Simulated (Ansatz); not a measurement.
Mo: response to strain

Base system: Mo in the bcc (W type) structure (space group Im-3m, No. 229; a = 3.151 Å). Axes: x, y, z lie along the cube axes.

Strains are applied to the cell and any free atomic positions relax; under biaxial strain the out-of-plane vector relaxes too.

Method: r2SCAN (Ansatz, a quantum-chemistry and plane-wave program, PAW, no SOC).

Notes on the quantities. energy relative to the base: free energy F.

```csv
case,space group,energy relative to the base,volume per atom
base,Im-3m (No. 229),0 meV/atom,15.64 Å³
"biaxial strain −3.71 %, plane normal [001], relaxed out of plane",I4/mmm (No. 139),…,…
"biaxial strain −1.76 %, plane normal [111], relaxed out of plane",R-3m (No. 166),+12 meV/atom,15.38 Å³
isotropic strain +0.18 %,Im-3m (No. 229),+0.4 meV/atom,15.72 Å³
uniaxial strain ε_xx = +1.06 %,I4/mmm (No. 139),+2.6 meV/atom,15.80 Å³
uniaxial strain ε_yy = −2.73 %,I4/mmm (No. 139),+18 meV/atom,15.21 Å³
uniaxial strain ε_zz = −0.19 %,I4/mmm (No. 139),+0.1 meV/atom,15.61 Å³
uniaxial strain ε_zz = +5.83 %,I4/mmm (No. 139),+71 meV/atom,16.55 Å³
tensor shear ε_xz = +0.68 %,Fmmm (No. 69),+0.9 meV/atom,15.64 Å³
tensor shear ε_yz = −3.10 %,Fmmm (No. 69),+19 meV/atom,15.62 Å³
```

Complete the table.


- biaxial strain −3.71 %, plane normal [001], relaxed out of plane, energy relative to the base: +78 meV/atom
- biaxial strain −3.71 %, plane normal [001], relaxed out of plane, volume per atom: 14.91 Å³

Without a gap, meshes like the base's 21×21×21 leave anisotropic stresses uncertain by several tenths of a GPa, and small strain energies with them. Stability against distortions was not tested. The final runs are not spin-polarised.
